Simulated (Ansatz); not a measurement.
Input for SnTe (rock salt start, 16-atom cell) (held in this type by symmetry, stable or not):

Ansatz 0.2 input:
```yaml
crystal:
  lattice:
    - [0.0, 6.41, 6.41]
    - [6.41, 0.0, 6.41]
    - [6.41, 6.41, 0.0]
  atoms:
    - { symbol: Sn, position: [0.0, 0.0, 0.0] }
    - { symbol: Sn, position: [0.0, 0.0, 0.5] }
    - { symbol: Sn, position: [0.0, 0.5, 0.0] }
    - { symbol: Sn, position: [0.0, 0.5, 0.5] }
    - { symbol: Sn, position: [0.5, 0.0, 0.0] }
    - { symbol: Sn, position: [0.5, 0.0, 0.5] }
    - { symbol: Sn, position: [0.5, 0.5, 0.0] }
    - { symbol: Sn, position: [0.5, 0.5, 0.5] }
    - { symbol: Te, position: [0.25, 0.25, 0.25] }
    - { symbol: Te, position: [0.25, 0.25, 0.75] }
    - { symbol: Te, position: [0.25, 0.75, 0.25] }
    - { symbol: Te, position: [0.25, 0.75, 0.75] }
    - { symbol: Te, position: [0.75, 0.25, 0.25] }
    - { symbol: Te, position: [0.75, 0.25, 0.75] }
    - { symbol: Te, position: [0.75, 0.75, 0.25] }
    - { symbol: Te, position: [0.75, 0.75, 0.75] }
basis:
  ecutwfc: 420
  ecutrho_ratio: 4
  xc_grid: 2
kpoints:
  mp_grid: { grid: [4, 4, 4] }
hamiltonian:
  xc: pbe
  dispersion: none
  pseudopotentials: { kind: paw }
scf:
  n_extra_bands: 36
  occupations: { method: fermi_dirac, width: 0.01 }
output:
  eigenstates:
    kpoints:
      - [0.0, 0.0, 0.0]
      - [-0.15, 0.0, -0.15]
      - [0.0, -0.15, -0.15]
    e_range: [-5, 6]
    localisation: true
  eigenvalues: true
magnetization:
  noncollinear: true
  spin_orbit: true
```

The numbers are results of PBE with spin-orbit coupling (plane waves to 420 eV, PAW; Ansatz, a quantum-chemistry and plane-wave program), not measurements.  Its k-point mesh 4×4×4, Fermi–Dirac width 0.01 eV.

Question: What does the end of the output print (band table and long remarks left out, numbers rounded to eight decimals)?

Answer: 
```
SCF converged after 8 iterations
Magnetization: |M| = 0.0000 μB,  M = (+0.0000, +0.0000, +0.0000) μB
Absolute magnetization: 0.0000 μB (∫|m|)
  site 0: m = (+0.0000, +0.0000, +0.0000) μB, |m| = 0.0000 μB  (R = 1.32 Å)
  site 1: m = (+0.0000, +0.0000, +0.0000) μB, |m| = 0.0000 μB  (R = 1.32 Å)
  site 2: m = (+0.0000, +0.0000, +0.0000) μB, |m| = 0.0000 μB  (R = 1.32 Å)
  site 3: m = (+0.0000, +0.0000, +0.0000) μB, |m| = 0.0000 μB  (R = 1.32 Å)
  site 4: m = (+0.0000, +0.0000, +0.0000) μB, |m| = 0.0000 μB  (R = 1.32 Å)
  site 5: m = (+0.0000, +0.0000, +0.0000) μB, |m| = 0.0000 μB  (R = 1.32 Å)
  site 6: m = (+0.0000, +0.0000, +0.0000) μB, |m| = 0.0000 μB  (R = 1.32 Å)
  site 7: m = (+0.0000, +0.0000, +0.0000) μB, |m| = 0.0000 μB  (R = 1.32 Å)
  site 8: m = (+0.0000, +0.0000, +0.0000) μB, |m| = 0.0000 μB  (R = 1.32 Å)
  site 9: m = (+0.0000, +0.0000, +0.0000) μB, |m| = 0.0000 μB  (R = 1.32 Å)
  site 10: m = (+0.0000, +0.0000, +0.0000) μB, |m| = 0.0000 μB  (R = 1.32 Å)
  site 11: m = (+0.0000, +0.0000, +0.0000) μB, |m| = 0.0000 μB  (R = 1.32 Å)
  site 12: m = (+0.0000, +0.0000, +0.0000) μB, |m| = 0.0000 μB  (R = 1.32 Å)
  site 13: m = (+0.0000, +0.0000, +0.0000) μB, |m| = 0.0000 μB  (R = 1.32 Å)
  site 14: m = (+0.0000, +0.0000, +0.0000) μB, |m| = 0.0000 μB  (R = 1.32 Å)
  site 15: m = (+0.0000, +0.0000, +0.0000) μB, |m| = 0.0000 μB  (R = 1.32 Å)
Free energy (F): -104076.771165 eV
Harris-Foulkes:  -104076.771165 eV  (|F-HF|=1.95e-8)
Internal energy: -104076.771093 eV  (E = F + TS)
E sigma→0 (E₀):  -104076.771129 eV
Entropy (-TS):   -0.000072 eV (-0.005 meV/atom)
Fermi energy:    8.907524 eV
--- Per-component energies (eV) ---
  E_band       = -2979.087021
  E_kinetic    = 2922.538198
  E_local      = -17853.937916  (includes V_loc(G=0)·N_el)
  E_nonlocal   = -2739.591784
  E_hartree    = 11068.667632
  E_xc         = -4060.751313
  E_vxc        = -1603.134739  (∫ρ·V_xc dr)
  E_paw        = -70405.190510  (= ΣΔE_a)
  E_vpaw       = -5842.307312  (= ΣTr[D̂ρ^β])
  E_aug_tail   = -0.001635  (compensation charges beyond the density's cutoff)
  E_ewald      = -23008.503764
  E_smearing   = -0.000072  (= −TS)
  E_closure    = 0.000000  (closes the sum)
  Σ components = -104076.771165   (vs F -104076.771165, Δ=0.00e0)
```

Cost: roughly 9 core-minutes.
